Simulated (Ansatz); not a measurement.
Functionals compared on the (0001) surface of wurtzite GaN, Ga-terminated, 2x2 with 3 OH on 4 top atoms (bottom of the slab: 3 H on 4 bottom sites), in Ansatz (plane waves, PAW). The structure was relaxed with PBE; the other rows are single points on it. Cutoff 420 eV (500 eV for r2SCAN).

Model: 49-atom slab, 14.7 Å thick at the start with caps and adatoms, 4x4x1 mesh, Fermi-Dirac 0.025 eV, dipole correction, 8 atoms held, the rest relaxed; no symmetry held; no spin, no spin-orbit, no U. It is one candidate, not shown to be the stable structure of the face. These notes are the PBE run's.

```json
[
 {"functional": "PBE", "gap of the slab on its k-mesh (eV)": "1.37", "highest filled level below the top vacuum level (eV)": "7.00", "rough cost of the single point": "–"},
 {"functional": "r2SCAN", "gap of the slab on its k-mesh (eV)": "…", "highest filled level below the top vacuum level (eV)": "…", "rough cost of the single point": "roughly 15 core-minutes"}
]
```

Some entries are withheld; supply them.


- r2SCAN, gap of the slab on its k-mesh (eV): 1.85
- r2SCAN, highest filled level below the top vacuum level (eV): 7.38

Ansatz is an electronic-structure program.
